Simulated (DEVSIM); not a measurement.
**abrupt GaAs n-p junction**

System: abrupt GaAs n-p junction, at 300 K.

| layer (left to right) | material | thickness (μm) | Nd (cm⁻³) | Na (cm⁻³) | τn (s) | τp (s) |
|---|---|---|---|---|---|---|
| 1 | GaAs | 52.0 | 1.3e17 | - | 4.2e-9 | 4.2e-9 |
| 2 | GaAs | 120 | - | 7.2e14 | 4.2e-9 | 4.2e-9 |

Left contact: ohmic. Right contact: ohmic. Voltage is applied to the left contact. Recombination: SRH at mid-gap, Auger. Mobility is μmin + (μ − μmin)/(1 + (N/Nref)^α).

Constants are typed, rounded textbook-type inputs, not results; the design itself was drawn at random and stands for no fabricated device. Values at 300 K.

| parameter | GaAs |
|---|---|
| gap (eV) | 1.424 |
| affinity (eV) | 4.07 |
| permittivity | 12.9 |
| Nc (cm⁻³) | 4.7e17 |
| Nv (cm⁻³) | 9e18 |
| μn (cm²/Vs) | 8500 |
| μp (cm²/Vs) | 400 |
| μn,min | 500 |
| μp,min | 20 |
| Nref,n | 6e16 |
| Nref,p | 1.5e17 |
| αn | 0.39 |
| αp | 0.38 |
| Cn (cm⁶/s) | 1e-30 |
| Cp (cm⁶/s) | 1e-30 |

DEVSIM, 1D drift-diffusion, Boltzmann statistics, complete ionisation; no tunnelling, impact ionisation, image-force lowering or self-heating.

```json
{
  "potential_step_across_the_device_at_zero_bias": "1.147 V",
  "largest_field_in_the_device_at_zero_bias": "22000 V/cm",
  "Dark forward voltage at 1 A/cm²": "1.190 V"
}
```

Small-signal capacitance in reverse bias (quasi-static):

| V (V) | C (nF/cm²) |
|---|---|
| 0.04 | 7.71 |
| 0.1 | 7.51 |
| 0.2 | 7.20 |
| 0.3 | 6.93 |
| 0.4 | 6.68 |
| 0.6 | 6.26 |
| 0.8 | 5.92 |
| 1 | 5.62 |
| 1.3 | 5.25 |
| 1.6 | 4.95 |
| 2 | 4.61 |

Dark forward current:

```tsv
V (V)	J (A/cm²)
-0.05	-6.7e-10
-0.10	-2.3e-9
-0.20	-1.9e-8
-0.25	-5.2e-8
-0.30	-1.4e-7
-0.40	-1.1e-6
-0.45	-3.0e-6
-0.55	-2.3e-5
-0.60	-6.8e-5
-0.65	-0.00020
-0.75	-0.0025
-0.80	-0.010
-0.85	-0.041
-0.95	-0.23
-1.00	-0.37
-1.10	-0.69
-1.15	-0.86
-1.20	-1.0
-1.30	-1.4
-1.35	-1.6
-1.40	-1.8
-1.50	-2.2
-1.55	-2.4
-1.65	-2.8
-1.70	-3.0
-1.75	-3.2
-1.85	-3.7
-1.90	-3.9
```
